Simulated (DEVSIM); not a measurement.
Device: Al/SiO2/p-InP capacitor, at 300 K.

Layer 1 from the left is SiO2, thickness (nm) 21.0. Layer 2 from the left is InP, thickness (nm) 1700, Na (cm⁻³) 1.4e17.

Metal gate on the left, work function 4.1 eV. Fixed charge at the semiconductor interface 0 cm⁻² (in units of +e); no interface traps.

The device is made up for the run: typed textbook-type constants, with dimensions and the other settings drawn at random. Values at 300 K.

SiO2: gap (eV) 9, affinity (eV) 0.9, permittivity 3.9. InP: gap (eV) 1.344, affinity (eV) 4.38, permittivity 12.5, Nc (cm⁻³) 5.7e17, Nv (cm⁻³) 1.1e19.

Model (solved in DEVSIM): 1D Poisson equation in equilibrium, Boltzmann statistics, complete ionisation; no quantum confinement or tunnelling. Metal contacts follow the ideal Schottky-Mott rule: no Fermi-level pinning, no interface dipoles.

What does the simulation give for the minimum of the low-frequency capacitance, the flat-band voltage?

minimum of the low-frequency capacitance 0.0661 μF/cm²; flat-band voltage -1.51 V.
